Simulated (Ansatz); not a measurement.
## Ca3SbN (Pm-3m, No. 221, 5 atoms in the cell; start mp-1013548)

Computed with HSE06 in Ansatz (PAW).

Settings: plane-wave cutoff 460 eV, 6×6×6 k mesh, Fermi–Dirac smearing 0.01 eV, scalar-relativistic PAW data made under PBE.

Cell (relaxed with PBEsol):

```xyz
5
Lattice="4.8030 0.0000 0.0000 0.0000 4.8030 0.0000 0.0000 0.0000 4.8030" Properties=species:S:1:pos:R:3 pbc="T T T"
Ca     0.0000     2.4015     2.4015
Ca     2.4015     0.0000     2.4015
Ca     2.4015     2.4015     0.0000
Sb     0.0000     0.0000     0.0000
N      2.4015     2.4015     2.4015
```

```json
{
 "band_gap": "1.06 eV (on the SCF k mesh)"
}
```

Note: cell and atoms aren't relaxed at this level (pressure 1.9 GPa).

Spin–orbit coupling is not included.

It cost around 5 core-minutes (rough) of CPU time.

A start named mp-… is a Materials Project structure, which need not be a measured phase.

Ansatz is a first-principles code.
